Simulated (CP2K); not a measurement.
**A self-consistent single point of CsRb2GaCl6 (Fm-3m, 10 atoms in the cell) with CP2K**

Computed with CP2K 2026.2 with PBEsol, GPW, DZVP-MOLOPT-SR-GTH basis, GTH-PBE potentials (GTH_POTENTIALS).

Input:

```
&GLOBAL
  PROJECT calc
  RUN_TYPE ENERGY_FORCE
  PRINT_LEVEL LOW
&END GLOBAL
&FORCE_EVAL
  METHOD Quickstep
  STRESS_TENSOR ANALYTICAL
  &DFT
    BASIS_SET_FILE_NAME BASIS_MOLOPT
    POTENTIAL_FILE_NAME GTH_POTENTIALS
    &QS
      METHOD GPW
      EPS_DEFAULT 1E-10
    &END QS
    &MGRID
      CUTOFF 600
      REL_CUTOFF 50
      NGRIDS 5
    &END MGRID
    &SCF
      SCF_GUESS ATOMIC
      EPS_SCF 1E-7
      MAX_SCF 100
      ADDED_MOS 14
      &DIAGONALIZATION
        ALGORITHM STANDARD
      &END DIAGONALIZATION
      &MIXING
        METHOD BROYDEN_MIXING
        ALPHA 0.2
        NBUFFER 10
        BETA 1.5
      &END MIXING
      &SMEAR ON
        METHOD GAUSSIAN
        SIGMA [eV] 0.02
      &END SMEAR
    &END SCF
    &KPOINTS
      SCHEME MONKHORST-PACK 4 4 4
      GAMMA_CENTERED T
    &END KPOINTS
    &XC
      &XC_FUNCTIONAL
        &PBE
          PARAMETRIZATION PBESOL
        &END PBE
      &END XC_FUNCTIONAL
    &END XC
    &PRINT
      &MO
        EIGENVALUES T
        OCCUPATION_NUMBERS T
        NDIGITS 8
        FILENAME mo
        &EACH
          QS_SCF 0
        &END EACH
        ADD_LAST NUMERIC
      &END MO
      &MULLIKEN OFF
      &END MULLIKEN
    &END PRINT
  &END DFT
  &SUBSYS
    &CELL
      A 7.95650700 0.00000000 0.00000000
      B 3.97825300 6.89053700 0.00000000
      C 3.97825300 2.29684600 6.49646100
      PERIODIC XYZ
    &END CELL
    &COORD
      SCALED
      Cs       0.50000000     0.50000000     0.50000000
      Rb       0.75000000     0.75000000     0.75000000
      Rb       0.25000000     0.25000000     0.25000000
      Ga       0.00000000     0.00000000     0.00000000
      Cl       0.78704000     0.21296000     0.21296000
      Cl       0.21296000     0.78704000     0.78704000
      Cl       0.21296000     0.78704000     0.21296000
      Cl       0.78704000     0.21296000     0.78704000
      Cl       0.21296000     0.21296000     0.78704000
      Cl       0.78704000     0.78704000     0.21296000
    &END COORD
    &KIND Cs
      BASIS_SET DZVP-MOLOPT-SR-GTH
      POTENTIAL GTH-PBE-q9
    &END KIND
    &KIND Rb
      BASIS_SET DZVP-MOLOPT-SR-GTH
      POTENTIAL GTH-PBE-q9
    &END KIND
    &KIND Ga
      BASIS_SET DZVP-MOLOPT-SR-GTH
      POTENTIAL GTH-PBE-q13
    &END KIND
    &KIND Cl
      BASIS_SET DZVP-MOLOPT-SR-GTH
      POTENTIAL GTH-PBE-q7
    &END KIND
  &END SUBSYS
  &PRINT
    &FORCES ON
    &END FORCES
    &STRESS_TENSOR ON
    &END STRESS_TENSOR
  &END PRINT
&END FORCE_EVAL
```

The program printed (abridged):

```
 GLOBAL| Method name                                                        CP2K
 GLOBAL| Project name                                                       calc
 GLOBAL| Run type                                                   ENERGY_FORCE

 TOTAL NUMBERS AND MAXIMUM NUMBERS

  Total number of            - Atomic kinds:                                   4
                             - Atoms:                                         10
                             - Shell sets:                                    10
                             - Shells:                                        55
                             - Primitive Cartesian functions:                 50
                             - Cartesian basis functions:                    159
                             - Spherical basis functions:                    145

  Maximum angular momentum of- Orbital basis functions:                        3
                             - Local part of the GTH pseudopotential:          2
                             - Non-local part of the GTH pseudopotential:      4

 SCF PARAMETERS         Density guess:                                    ATOMIC
                        max_scf:                                             100
                        max_diis:                                              4
                        eps_scf:                                        1.00E-07
                        eps_diis:                                       1.00E-01
                        eps_eigval:                                     1.00E-05
                        level_shift [a.u.]:                             0.000000
                        added MOs                                        14    0
                        Mixing method:                            BROYDEN_MIXING
                                                charge density mixing in g-space
                        Smear method:                                   GAUSSIAN
                        Smearing width (sigma) [a.u.]:                  7.35E-04
                        Accuracy threshold:                             1.00E-10
                        No outer SCF

 Extrapolation method: initial_guess

 Number of electrons:                                                         82
 Number of occupied orbitals:                                                 41
 Number of molecular orbitals:                                                55

 Number of orbital functions:                                                145
 Number of independent orbital functions:                                    145

 SCF WAVEFUNCTION OPTIMIZATION

  Step     Update method      Time    Convergence         Total energy    Change
     1 NoMix/Diag. 0.20E+00      -     1.52573752      -232.6743876691 -2.33E+02
     2 Broy./Diag. 0.20E+00      -     0.03143728      -230.8670320762  1.81E+00
     3 Broy./Diag. 0.20E+00      -     0.21666406      -231.8738073768 -1.01E+00
     4 Broy./Diag. 0.20E+00      -     0.00496427      -232.9973106578 -1.12E+00
     5 Broy./Diag. 0.20E+00      -     0.02998357      -232.7862814070  2.11E-01
     6 Broy./Diag. 0.20E+00      -     0.00604166      -232.7081303615  7.82E-02
     7 Broy./Diag. 0.20E+00      -     0.01306525      -232.5932186426  1.15E-01
   [... 19 lines left out ...]
    27 Broy./Diag. 0.20E+00      -     0.00000015      -232.7286509998  5.51E-06
    28 Broy./Diag. 0.20E+00      -     0.00000023      -232.7286485930  2.41E-06
    29 Broy./Diag. 0.20E+00      -     0.00000020      -232.7286488183 -2.25E-07
    30 Broy./Diag. 0.20E+00      -     0.00000056      -232.7286525065 -3.69E-06
    31 Broy./Diag. 0.20E+00      -     0.00000007      -232.7286529724 -4.66E-07

  *** SCF run converged in    31 steps ***

  Electronic density on regular grids:        -81.9999999616        0.0000000384
  Core density on regular grids:               81.9999999922       -0.0000000078
  Total charge density on r-space grids:        0.0000000305
  Total charge density g-space grids:           0.0000000305

  Overlap energy of the core charge distribution:               0.00000000016456
  Self energy of the core charge distribution:               -435.15473591181541
  Core Hamiltonian energy:                                    104.49810768444631
  Hartree energy:                                             135.83768899355152
  Exchange-correlation energy:                                -37.90971373873602
  Smearing free energy correction:                             -0.00000000000000
  Fermi energy:                                                 0.12132680838960

  Total energy:                                              -232.72865297238900
  Total energy (extrapolated to sigma->0):                   -232.72865297238900

 ENERGY| Total FORCE_EVAL ( QS ) energy [hartree]           -232.728651804216241

 FORCES| Atomic forces [hartree/bohr]
 FORCES|   Atom     x               y               z               |f|
 FORCES|      1 -1.13977081E-10  3.45147894E-09  3.67071677E-09   5.03982730E-09
 FORCES|      2 -3.29756817E-07 -1.61965352E-07 -1.17007614E-07   3.85568562E-07
 FORCES|      3  3.47193633E-07  1.78895644E-07  1.11953828E-07   4.06301279E-07
 FORCES|      4  4.27340189E-09 -6.66225748E-09 -1.29611863E-08   1.51868361E-08
 FORCES|      5 -2.49655951E-06 -2.26484645E-03 -1.60149515E-03   2.77386416E-03
 FORCES|      6  2.49278450E-06  2.26485739E-03  1.60150655E-03   2.77387967E-03
 FORCES|      7 -1.96267966E-03  1.13025951E-03 -1.60150358E-03   2.77388027E-03
 FORCES|      8  1.96268144E-03 -1.13026806E-03  1.60150432E-03   2.77388544E-03
 FORCES|      9 -1.96267876E-03 -1.13314670E-03  1.59946332E-03   2.77388036E-03
 FORCES|     10  1.96267291E-03  1.13313781E-03 -1.59946203E-03   2.77387185E-03
 FORCES| Sum     1.37484861E-08  7.22619814E-09 -9.19930324E-10
 FORCES| Total atomic force                                       1.55590836E-08

 STRESS| Analytical stress tensor [bar]
 STRESS|                        x                   y                   z
 STRESS|      x       -9.72195303111E+03   5.57584451825E+00   3.93729135421E+00
 STRESS|      y        5.57584451825E+00  -9.72836535238E+03   2.28319254461E+00
 STRESS|      z        3.93729135421E+00   2.28319254461E+00  -9.73001849755E+03
 STRESS| 1/3 Trace                                            -9.72677896035E+03
```

The run converged in 31 iterations.

The starting cell comes from a database of computed structures (which also holds hypothetical and non-ambient phases and stackings), without a prior relaxation at this level. Values carry the incompleteness of an atom-centred basis. The potentials were made for another functional than the one used.

Cost on one core of a shared machine: roughly 3 min.
